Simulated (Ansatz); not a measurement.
**Effect of strain tensor (xx, yy, zz, yz, xz, xy) = (−0.36, +0.89, −3.59, +0.84, +0.96, +0.73) % on CdTe**

Consider CdTe in the rock salt structure (space group Fm-3m, No. 225; a = 6.0005 Å; relaxed with 0.1 eV smearing). Axes: x, y, z lie along the cube axes.

Now apply this change: strain tensor (xx, yy, zz, yz, xz, xy) = (−0.36, +0.89, −3.59, +0.84, +0.96, +0.73) %; the atoms relax in the strained cell.

Method: PBEsol (Ansatz, a quantum-chemistry and plane-wave program, PAW, scalar-relativistic without spin-orbit coupling). Settings: 17×17×17 k-points, 0.1 eV Fermi–Dirac smearing.

```csv
quantity,base,changed,shift
volume per atom,27.01 Å³,26.17 Å³,-0.84 Å³
shortest interatomic distance,3.000 Å,2.893 Å,-0.107 Å
energy relative to the base (free energy F),0 meV/atom,+14 meV/atom,+14 meV/atom
"pressure (mean of the normal stresses, compression positive)",0.0 GPa,2.1 GPa,+2.1 GPa
band gap,zero,zero,–
"stress (xx, yy, zz, yz, xz, xy; compression positive)",–,"(1.4, 0.5, 4.5, -0.3, -0.3, -0.2) GPa",–
```

Final structure:

```
CELL_PARAMETERS angstrom
      0.05040     3.05199     2.91758
      3.01809     0.04680     2.92118
      3.01118     3.04869     0.05370
ATOMIC_POSITIONS crystal
  Cd 0.00000 0.00000 0.00000
  Te 0.50000 0.50000 0.50000
```

Cost of the whole job for the changed cell (relaxation, final SCF and bands): very roughly 4 core-minutes.

Stability against distortions was not tested. The final runs are not spin-polarised. This is not the structure that CdTe has at room temperature and ambient pressure.
